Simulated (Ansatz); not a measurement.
# Ge: pressure 30 GPa

The reference is Ge in the diamond structure (space group Fd-3m, No. 227; a = 5.762 Å).

The change: cell and atoms relaxed at a pressure of 30 GPa.

The values are results of PBE (Ansatz, a program for electronic structure), no spin-orbit coupling, not measurements. Settings: 14×14×14 k-points, 0.05 eV Fermi–Dirac smearing.

```csv
quantity,base,changed,shift
volume per atom,23.91 Å³,18.27 Å³,-5.634 Å³
density,5.05 g/cm³,6.60 g/cm³,+1.555 g/cm³
lattice parameter a,5.762 Å,5.268 Å,-0.494 Å
shortest interatomic distance,2.495 Å,2.281 Å,-0.214 Å
enthalpy H = E + PV relative to the base's energy,–,+3.83 eV/atom,–
band gap,zero,0.19 eV,–
gap character,absent,"indirect, Γ → Γ–X (81 % along)",–
electron mass,–,"0.93 mₑ along k, 0.17 mₑ across (off the special points)",–
"hole mass (degenerate bands, along [100])",–,"0.087, 0.17, 0.17 mₑ (at Γ)",–
"valley order (the lowest conduction-band minima on the path, energy above the VBM, named in the base's zone)",–,"a point along ⟨100⟩, about 0.9 Å⁻¹ from Γ 0.19 eV; L along ⟨111⟩ 0.91 eV",–
```

Load acts through the strain it causes; cell and atoms are relaxed under it. Masses are band curvatures over ±0.01 Å⁻¹ around the edge. Along k means along the line from Γ to the band edge. Whether these cells are dynamically stable was not tested. Measured, Ge leaves this structure (for the β-tin structure) near 10.6 GPa (room temperature; as listed in arXiv:1906.07825). The zero or small gap of Ge can change with the level of theory.
